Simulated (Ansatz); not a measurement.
Consider CsPbBr$_{3}$ in the cubic perovskite structure (space group Pm-3m, No. 221; a = 5.770 Å).

The values are results of LDA/PAW in Ansatz (a program for electronic structure), without spin-orbit coupling, not measurements.

Before the change:

| Item | Value |
|---|---|
| Band gap | 1.17 eV |
| Pressure | 0.00 GPa |
| Gap character | direct at R |

Perturbation: every lattice vector is shortened by 1.80 %, atoms relaxed at fixed cell.

Problem. Estimate the effect on the band gap, pressure, gap character and energy relative to the base.

Solution. The band gap falls by 0.27 eV, from 1.17 eV to 0.90 eV; the pressure goes from zero to 1.58 GPa; the gap character remains direct at R; the energy rises by 9.5 meV/atom.

Spin-orbit coupling, missing from the scalar runs, can matter with Pb. The cells carry an imposed strain or load. No phonon test of stability was made. Many cubic perovskites are stable only at high temperature; tilts and polar distortions were not tested. This is not the structure that CsPbBr3 has at room temperature and ambient pressure.
